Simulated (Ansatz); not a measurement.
Checking a run of Ansatz (an electronic-structure program) on a (001) slab of Ni (cut from a parent of space group no. 225; 6 atoms in the cell). The aim is a self-consistent single point with DFT, PBEsol, plane waves, default PAW files made with PBE.

Cell that was meant: a = 2.4204 Å, b = 3.4230 Å, c = 24.6878 Å, α = 90.00°, β = 90.00°, γ = 135.00°.

Part of the input:

```yaml
crystal:
  lattice:
    - [1.280843, 0.000000, 0.000000]
    - [-1.280843, 1.280843, 0.000000]
    - [0.000000, 0.000000, 13.064221]
  atoms:
    - { symbol: Ni, position: [0.000000, 0.000000, 0.394426], spin: 2.0 }
    - { symbol: Ni, position: [1.000000, 0.500000, 0.324047], spin: 2.0 }
```

Output, abridged:

```
WARN ansatz: RAYON_NUM_THREADS=1 ignored (pool sized by the plan → 1); use --threads N
Pseudopotentials: kind: paw
   [... lines left out ...]
k-points: 15 of 81
PAW frozen core: Ni, regenerated for the run's functional, and the local potential with it
Initial density: superposition of atomic densities (neutral atoms: chi_scale 0, normalization atom)
Starting moments: Σ|m| = 12 μB on 6 of 6 sites
Initial wavefunctions: pseudopotential atomic-orbital guess
Eigensolver: davidson
Functional: x = pbesol(κ = 0.804, μ = 0.12345679012345678), c = pbesol(β = 0.046)
SCF iter   1: F=—  HF=-33106.597278 eV  |F-HF|=—  |Δ(HF+E_count)|=         —  Δρ=1.27e0 (↑6.25e-1 ↓1.27e0)  dr2=2.33e2  dr2_m=5.71e1  M=0.285 μB ∫|m|=0.288 μB  β_m=0.31  ethr=3.10e-3  p=0.000 e·Å  D=1.18e-12 V/Å  ΔV_dip=-0.00 eV  dr2_dipole=7.55e-5  [...]
Mixer restart at iter 1: flushing history
all-band conjugate gradients solve this SCF's bands
   [... lines left out ...]
WARN: efield: at this solve's end the planar-averaged density reaches 5.88e-3 e/Å³ inside the ramp window [0.8735, 0.1265] (bound 1e-5 e/Å³) …
SCF 1 converged in 23 iterations: F = -34269.503969 eV  dr2 = 4.04e-8
WARN: the starting moments were not kept: the SCF closed with an absolute magnetisation of 3.5e-6 μB, where they sum to 12 μB in size (6 sites) …
   [... lines left out ...]
Absolute magnetization: 0.0000 μB (∫|ρ↑−ρ↓|, with the PAW one-centre terms)
Free energy (F): -34269.503969 eV
Fermi energy:    58.824978 eV
Levels:          The Fermi level and band energies are counted from a zero that moves with the ramp; work functions are not
   [... lines left out ...]
--- Forces (eV/Å), atoms counted from 1 ---
  atom   1  Ni     0.00000000     0.00000000     5.07346829
  atom   2  Ni    -0.00000000     0.00000000  -116.48297540
  atom   3  Ni     0.00000000     0.00000000     0.46215849
  atom   4  Ni    -0.00000000     0.00000000    -0.46149236
  atom   5  Ni     0.00000000     0.00000000   116.48228062
  atom   6  Ni    -0.00000000     0.00000000    -5.07294242
```

### Question
Is this run sound? If not, what is wrong?

### Answer
The run is not sound. The fault is this: lattice multiplied by the bohr radius once too often. Bohr and ångström differ by a factor of 1.89; the cell that the program reads is then far too large or far too small. To fix it, give the lengths in the unit that the key or card expects. The run converged in 23 iterations without an error; against the sound input the free energy rises by 93.1 eV/atom, the largest force goes from 0.421 to 116.5 eV/Å and the size of the net moment goes from 0.64 to 0.00 μB/atom.

An input that runs soundly differs in these lines (not the only fix; some lines may just follow from the change or write a value another way):
```diff
-    - [1.280843, 0.000000, 0.000000]
-    - [-1.280843, 1.280843, 0.000000]
-    - [0.000000, 0.000000, 13.064221]
+    - [2.420442, 0.000000, 0.000000]
+    - [-2.420442, 2.420442, 0.000000]
+    - [0.000000, 0.000000, 24.687800]
```

With that input, the run converged in 20 iterations: free energy E − TS (on the zero of these files) -34827.8821 eV; Fermi level (on the code's own zero) 5.38 eV; largest force (vector length) 0.421 eV/Å; size of the cell's spin moment 3.83 μB (DFT, PBEsol, plane waves, default PAW files made with PBE).

On the sound input: the starting cell comes from a database of computed structures (which also holds hypothetical and non-ambient phases and stackings), without a prior relaxation at this level. The slab is cut from that crystal, and its faces are unrelaxed. Its lattice was rescaled in the plane by a random factor within 2.5 % of one. The magnetic order is the one reached from the typed start; others were not searched systematically.

These are the values that this program gave, and no reference: magnetic slabs can end in a higher state.
